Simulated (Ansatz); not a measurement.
Levels about the gap of amorphous Hf14O35Si4 (53 atoms in a cell of 708 Å³, 7.44 g/cm³; zone centre alone, so wide bands show as single levels with stretches between that a denser mesh fills), at the geometry that PBE relaxed, where it gives 2.1 GPa on a denser mesh. The participation number counts the atoms over which a state spreads; weights are charges in smoothed Voronoi cells. The levels come from a single point, so bond lengths are those of that geometry. Method of the levels: PBE, scalar-relativistic without spin-orbit coupling (Ansatz, a program for electronic structure). Sampling: the zone centre alone; Fermi-Dirac width 0.02 eV; no spin polarisation. The usual formal charges leave 2 electrons over, so the level spacing at the Fermi energy parts defect or band states and needn't be the band gap.

Preparation: random packing, a CHGNet melt and quench, and a DFT relaxation. O atoms were pushed apart under 1.9 Å during the dynamics, to hinder bonds among them. The hot cell started wider than the set density and was brought back towards it in steps. It is the lowest in DFT energy of 2 quenches. It is a model cell: composition and starting density were chosen by hand, and all elements were melted together. No dispersion term was used. Its density started from a set value of 7.44 and ended at 7.44 g/cm³. The quench (nominally 450 K/ps over its main leg) was far faster than any real one, so the model tends to hold more defects than a real film. One small periodic cell is one sample of the glass; other quenches scatter about these values. The volume was held where the preparation left it and the shape relaxed, at a PBE pressure of 2.1 GPa. Stress components on the final sampling reach 2.1 GPa. On a 2×2×2 Γ-centred mesh force components of up to 0.25 eV/Å stay, since the relaxation ran on the zone centre alone.

```tsv
E - E(highest filled), eV	filling	participation number	largest on	weight O	weight Hf	weight Si
-3.65	filled	16.0	O, 3 neighbours	0.95	0.04	0.01
-3.64	filled	17.4	O, 3 neighbours	0.94	0.05	0.01
-3.55	filled	14.1	O, 3 neighbours	0.94	0.05	0.00
-3.48	filled	7.5	O, 3 neighbours	0.96	0.04	0.00
-3.38	filled	7.0	O, 3 neighbours	0.93	0.06	0.00
-2.91	filled	5.5	O, 3 neighbours	0.94	0.06	0.00
0.00	filled	10.7	Hf, 7 neighbours	0.42	0.58	0.00
0.93	empty	31.6	Hf, 6 neighbours	0.52	0.45	0.03
1.19	empty	25.6	Hf, 6 neighbours	0.39	0.61	0.01
1.29	empty	15.0	Hf, 5 neighbours	0.40	0.59	0.01
1.43	empty	17.7	Hf, 6 neighbours	0.37	0.63	0.01
1.48	empty	25.4	Hf, 6 neighbours	0.37	0.62	0.01
1.63	empty	16.0	Hf, 7 neighbours	0.40	0.58	0.01
1.68	empty	14.7	Hf, 6 neighbours	0.38	0.60	0.02
```

Most localised among these is the filled level at -2.91 eV, on a O atom, which has 3 neighbours (Hf 2.03 Å, Hf 2.12 Å, Hf 2.16 Å).
